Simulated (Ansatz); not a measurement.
Consider Nb in the bcc (W type) structure (space group Im-3m, No. 229; a = 3.304 Å; relaxed with 0.1 eV smearing). Axes: x, y, z lie along the cube axes.

Level of theory: Ansatz (a program for electronic structure) r2SCAN, scalar-relativistic without spin-orbit coupling.

Base values:

The shortest interatomic distance is 286.2 pm.

It is then changed as follows: the cell is stretched by 1.00 % along z with no lateral relaxation; the atoms relax in the strained cell.

### Question
How does this affect the energy relative to the base, stress and shortest interatomic distance?

### Answer
The energy goes up by 1.4 meV/atom; the stress (xx, yy, zz, yz, xz, xy; compression positive) amounts to (-1.3, -1.3, -2.4, 0.0, 0.0, 0.0) GPa; the shortest interatomic distance goes up by 0.96 pm to 287.1 pm.

Whether these cells are dynamically stable was not tested. The final runs are not spin-polarised.
